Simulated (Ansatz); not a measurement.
The parent structure is BAs in the zinc blende structure (space group F-43m, No. 216; a = 4.768 Å).

Now apply this change: Ga replaces 25.0 % of the B, ordered in a cell of 8 atoms (starting symmetry Pmm2) and fully relaxed.

Levels (all Ansatz, an electronic-structure program, PAW): PBEsol (420 eV, no SOC); r2SCAN (500 eV, spin-orbit coupling left out); HSE06 (420 eV, spin-orbit coupling left out).

At the geometry relaxed with PBEsol, these levels gave the following band gaps, in shuffled order: (a) 0.61 eV, (b) 1.01 eV, (c) 0.31 eV.

Task: Match each gap to its level.

Result: (a) r2SCAN; (b) HSE06; (c) PBEsol.

Single points use the geometry relaxed with PBEsol. HSE06 was sampled on its mesh, a few special points and the semilocal edge points, so its gap is an upper bound. Each cell is one ordered arrangement of few atoms, which overstates ordering effects compared with a random alloy. Whether these cells are dynamically stable was not tested.
